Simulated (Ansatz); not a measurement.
Input:

```
SrTiO3
1.0
    3.93642     0.00000     0.00000
    0.00000     3.93642     0.00000
    0.00000     0.00000     3.93642
Sr Ti O
1 1 3
Direct
  0.00000   0.00000   0.00000
  0.50000   0.50000   0.50000
  0.50000   0.00000   0.50000
  0.00000   0.50000   0.50000
  0.50000   0.50000   0.00000
```

The numbers are results of PBE, rigid bands (plane waves, PAW, scalar-relativistic; Ansatz, a first-principles code), not measurements. Condition of this run: functional PBE, cell relaxed with it. How the cell was made: cell and atoms relaxed with PBE.

Problem. Predict the electron conductivity mass (n e² τ/σ) at 300 K, by direction if it differs.

Solution. 0.67 mₑ.

Problem. What conductivity effective mass do dilute holes have at 300 K?

Solution. 1.92 mₑ.

Problem. And the band gap?

Solution. 1.84 eV at this level; semilocal functionals usually fall short of the measured gap.

Rigid bands, one relaxation time for all states, no polarons. Spin-orbit coupling is left out; where it splits the top of the valence band it changes the hole mass and lowers the gap by about a third of the splitting.
